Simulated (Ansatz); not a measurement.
Cubic perovskite BaHfO3, treated with LDA (Ansatz, a first-principles code, PAW).

Numerical settings: plane-wave cutoff 520 eV, 6×6×6 k mesh, perturbation theory, scalar-relativistic PAW data made under PBE.

Cell (relaxed at this level):

```cif
data_BaHfO3
_chemical_formula_sum 'Ba1 Hf1 O3'
_space_group_name_H-M_alt 'P 1'
_space_group_IT_number 1
_cell_length_a 4.12162
_cell_length_b 4.12162
_cell_length_c 4.12162
_cell_angle_alpha 90.000
_cell_angle_beta 90.000
_cell_angle_gamma 90.000
loop_
_space_group_symop_operation_xyz
  'x, y, z'
loop_
_atom_site_label
_atom_site_type_symbol
_atom_site_fract_x
_atom_site_fract_y
_atom_site_fract_z
_atom_site_occupancy
Ba1 Ba 0.00000 0.00000 0.00000 1
Hf1 Hf 0.50000 0.50000 0.50000 1
O1 O 0.50000 0.00000 0.50000 1
O2 O 0.00000 0.50000 0.50000 1
O3 O 0.50000 0.50000 0.00000 1
```

Q: Estimate the electronic dielectric constant ε∞ that the calculation returns.

A: 
electronic dielectric constant ε∞: 4.77

Note: the run finds an imaginary mode (47i cm⁻¹), so the cell is a saddle point at this level.

Spin–orbit coupling is not included.
